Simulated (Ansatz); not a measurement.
The starting structures come from a database of crystals and need not be the phases stable at ambient conditions.

Here is the system:

```
CELL_PARAMETERS angstrom
      6.19892     0.00000     0.00000
     -3.09946     8.09178     0.00000
      0.00000    -3.51014     6.66974
ATOMIC_POSITIONS crystal
  Cs 0.14861 0.29722 0.98211
  Cs 0.85139 0.70278 0.01789
  Cs 0.35139 0.70278 0.68489
  Cs 0.64861 0.29722 0.31511
  Si 0.25000 0.00000 0.50000
  Si 0.75000 0.00000 0.50000
  P  0.58599 0.17198 0.73607
  P  0.41401 0.82802 0.26393
  P  0.91401 0.82802 0.56409
  P  0.08599 0.17198 0.43591
```

Space group of this cell: Ibam. The cell is taken as given; by PBEsol its mean pressure is -0.8 GPa.

Transport runs along the normal of the first two printed cell vectors.

No gap correction and no spin-orbit coupling; mid-gap values are interpolated between computed energies.

Problem. State the band gap and the smallest decay constant κ at mid-gap according to PBEsol (Ansatz, an electronic-structure program).

Solution. Gap 1.23 eV on a 6×6×6 mesh; κ = 0.201 1/Å, at the zone centre.
